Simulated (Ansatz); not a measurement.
For As (model structure, started from the bcc type, Im-3m, No. 229, 1 atoms in the cell), PBEsol (PAW; Ansatz, a first-principles code) gives:

```
Quantity                               Value
------------------------------  ------------
equilibrium lattice constant a       3.313 Å
bulk modulus B0                     96.5 GPa
cohesive energy                 3.04 eV/atom
```

Q: What does r²SCAN (plane waves, PAW; Ansatz) give for the same quantities?

A: 
- lattice constant a: 3.351 Å (increases by 1.1 %)
- bulk modulus: 89.2 GPa (falls by 7.6 %)
- cohesive energy: 2.25 eV/atom (shrinks by 0.79 eV/atom)

Changes are worked out from the printed values.

Unless a cell is named, each level is at its own relaxed cell (PBEsol 18.18, r²SCAN 18.82 Å³/atom).

Caveats: the bulk modulus is −V dP/dV from two relaxed cells at ±2 % in volume (PBEsol, r²SCAN). Ansatz's density-functional and Hartree–Fock values are scalar-relativistic unless marked +SOC, with PAW data made under PBE.

A model structure was made by putting elements into a prototype or built by hand; it is no filed structure, need not be a known phase, and can be a saddle point held by its symmetry.
